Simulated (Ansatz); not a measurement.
Zr, pressure series

The parent structure is Zr in the hcp (Mg type) structure (space group P6_3/mmc, No. 194).

```
CELL_PARAMETERS angstrom
      3.23160     0.00000     0.00000
     -1.61580     2.79864     0.00000
      0.00000     0.00000     5.17363
ATOMIC_POSITIONS crystal
  Zr 0.33333 0.66667 0.75000
  Zr 0.66667 0.33333 0.25000
```

Cell and atoms are relaxed at each pressure.

All numbers come from PBE, PAW, 420 eV (Ansatz, a first-principles code; without spin-orbit coupling), earlier PAW set.

Notes on the quantities. enthalpy: H = E + PV relative to the base's energy.

| variant | shortest interatomic distance | density | enthalpy |
|---|---|---|---|
| base | 3.189 Å | 6.47 g/cm³ | – |
| pressure −2 GPa | 3.212 Å | 6.33 g/cm³ | -0.30 eV/atom |
| pressure −1 GPa | 3.200 Å | 6.40 g/cm³ | -0.15 eV/atom |
| pressure 1.8 GPa | 3.171 Å | … | +0.26 eV/atom |
| pressure 4.2 GPa | 3.149 Å | … | +0.60 eV/atom |
| pressure 9 GPa | … | 7.04 g/cm³ | +1.26 eV/atom |
| pressure 18 GPa | 3.050 Å | 7.54 g/cm³ | +2.42 eV/atom |
| pressure 30 GPa | 2.951 Å | 8.14 g/cm³ | +3.87 eV/atom |
| pressure 45 GPa | 2.848 Å | 8.81 g/cm³ | +5.54 eV/atom |
| pressure 60 GPa | 2.765 Å | 9.40 g/cm³ | +7.10 eV/atom |

Problem. Fill in the withheld entries from the trend.

Solution. 
- pressure 1.8 GPa, density: 6.60 g/cm³
- pressure 4.2 GPa, density: 6.75 g/cm³
- pressure 9 GPa, shortest interatomic distance: 3.110 Å

Load acts through the strain it causes; cell and atoms are relaxed under it. No phonon test of stability was made. The final runs are not spin-polarised. Measured, Zr leaves this structure (for the ω phase) near 3 GPa (temperature not stated; as listed in C. Cazorla, D. Alfè, M. J. Gillan, Physical Review B (2008)).
